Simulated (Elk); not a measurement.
A self-consistent single point of InSe (P6_3/mmc, 8 atoms in the cell) with Elk.

Method of the run: LDA (PW92), all-electron FP-LAPW, Elk's shipped species files, default APW+lo basis (Elk).

```yaml
crystal:
  lattice:
    - [3.99242, 0.00000, 0.00000]
    - [-1.99621, 3.45754, 0.00000]
    - [0.00000, 0.00000, 17.21581]
  atoms:
    - { symbol: In, position: [0.33333, 0.66667, 0.33030] }
    - { symbol: In, position: [0.66667, 0.33333, 0.66970] }
    - { symbol: In, position: [0.66667, 0.33333, 0.83030] }
    - { symbol: In, position: [0.33333, 0.66667, 0.16970] }
    - { symbol: Se, position: [0.33333, 0.66667, 0.59732] }
    - { symbol: Se, position: [0.66667, 0.33333, 0.40268] }
    - { symbol: Se, position: [0.66667, 0.33333, 0.09732] }
    - { symbol: Se, position: [0.33333, 0.66667, 0.90268] }
```

Reference input (self-consistent single point, DFT, PBE, all-electron FP-LAPW, Elk's shipped species files, default APW+lo basis): xctype = 20; swidth = 0.000367493 Ha; ngridk = 5 5 1; rmtscf = 0.93; maxscl = 100. This run's input differs from it in these lines:

```diff
@@ -2,5 +2,2 @@
   0
-
-xctype
-  20
```

Output (repeated stretches shortened):

```
│ Self-consistent loop started │
│ Loop number : 1 │
 total energy                :     -33234.4467317
│ Loop number : 2 │
 total energy                :     -33234.5896482
RMS change in Kohn-Sham potential (target) :   0.1180466883     (  0.1000000000E-05)
Absolute change in total energy (target)   :   0.1429164800     (  0.1000000000E-03)
│ Loop number : 3 │
 total energy                :     -33234.0427129
RMS change in Kohn-Sham potential (target) :   0.1040706991     (  0.1000000000E-05)
Absolute change in total energy (target)   :   0.5112061662     (  0.1000000000E-03)
│ Loop number : 4 │
   [... lines left out ...]
Absolute change in total energy (target)   :   0.7008314788E-03 (  0.1000000000E-03)
│ Loop number : 15 │
 total energy                :     -33220.7986575
RMS change in Kohn-Sham potential (target) :   0.5016210789E-07 (  0.1000000000E-05)
Absolute change in total energy (target)   :   0.1543190665E-03 (  0.1000000000E-03)
│ Loop number : 16 │
 total energy                :     -33220.7986746
RMS change in Kohn-Sham potential (target) :   0.7710897548E-08 (  0.1000000000E-05)
Absolute change in total energy (target)   :   0.2154178219E-04 (  0.1000000000E-03)
Convergence targets achieved

│ Loop number : 17 │

Energies :
 Fermi                       :     0.135774895367
 total energy                :     -33220.7986752

Density of states at Fermi energy :   0.3091936416E-05
 (states/Hartree/unit cell)

Estimated indirect band gap :   0.1379335997E-01
 from k-point      1 to k-point      1
Estimated direct band gap   :   0.1379335997E-01
 at k-point      1

Charges :
 core                        :    192.0000000
 valence                     :    140.0000000
 interstitial                :    16.03944913
 muffin-tins (core leakage)
  species :    1 (In)
   atom    1                 :    46.99131743     (  0.3688195875E-03)
   atom    2                 :    46.99131743     (  0.3688195875E-03)
   atom    3                 :    46.99131743     (  0.3688195875E-03)
   [... lines left out ...]
   atom    2                 :    31.99882029     (  0.1794438637E-03)
   atom    3                 :    31.99882029     (  0.1794438637E-03)
   atom    4                 :    31.99882029     (  0.1794438637E-03)
 total in muffin-tins        :    315.9605509
 total calculated charge     :    331.9587373
 total charge                :    332.0000000
 error                       :   0.4126266142E-01

│ Self-consistent loop stopped │
```

The run converged in 17 iterations. The count includes the last loop, which Elk runs after its targets are met. Against the reference run the gap on the mesh goes from 0.593 to 0.375 eV.

The starting cell comes from a database of computed structures (which also holds hypothetical and non-ambient phases and stackings), without a prior relaxation at this level. Its lattice was rescaled by a random factor within 2.5 % of one. Values depend on the basis (sphere radii, cutoffs, local orbitals), which need not be converged.

Cost on one core of a shared machine: roughly 2 min.
